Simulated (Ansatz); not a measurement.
# ZnCu2SnSe4: strain tensor (xx, yy, zz, yz, xz, xy) = (−1.00, +0.54, +1.08, −0.73, +1.16, +0.80) %

Consider ZnCu₂SnSe₄ (space group I-4, No. 82; a = 5.699 Å, c = 11.382 Å). Axes: x, y, z lie along a, b, c of the conventional cell.

Modification: the symmetric strain tensor [-0.0100 0.0080 0.0116; 0.0080 0.0054 -0.0073; 0.0116 -0.0073 0.0108], atoms relaxed at fixed cell.

Computed with r2SCAN (Ansatz, an electronic-structure program), no spin-orbit coupling, earlier PAW set. Settings: 8×8×8 k-points, 0.05 eV Fermi–Dirac smearing.

The space group becomes P1 (No. 1) (base: I-4 (No. 82)) and the shortest interatomic distance shrinks by 0.003 Å (2.411 Å → 2.408 Å). The energy goes up by 3.4 meV/atom and the pressure (mean of the normal stresses, compression positive) goes from zero to -0.38 GPa. The band gap decreases by 0.01 eV, from 0.07 eV to 0.06 eV (uncertain: the Fermi level lies in a band; both cells) and the largest internal atomic displacement is 0.025 Å. The stress (xx, yy, zz, yz, xz, xy; compression positive) is (0.00, -0.48, -0.67, 0.53, -0.86, -0.59) GPa.

Final structure:

```
CELL_PARAMETERS angstrom
     -2.73248     2.80055     5.69886
      2.86394    -2.88364     5.80629
      2.77807     2.92923    -5.74047
ATOMIC_POSITIONS crystal
  Cu 0.99540 0.00103 0.99780
  Cu 0.74749 0.25116 0.49965
  Zn 0.24791 0.75045 0.50075
  Sn 0.49706 0.49997 0.99855
  Se 0.63949 0.62860 0.52608
  Se 0.10680 0.10982 0.47441
  Se 0.37382 0.89655 0.01020
  Se 0.89204 0.36242 0.99255
```

Cost of the whole job for the changed cell (relaxation, final SCF and bands): around 80 core-minutes (rough).

No phonon test of stability was made. The final runs are not spin-polarised. A zero or small gap of ZnCu2SnSe4 can be the functional's error rather than a property of the material.
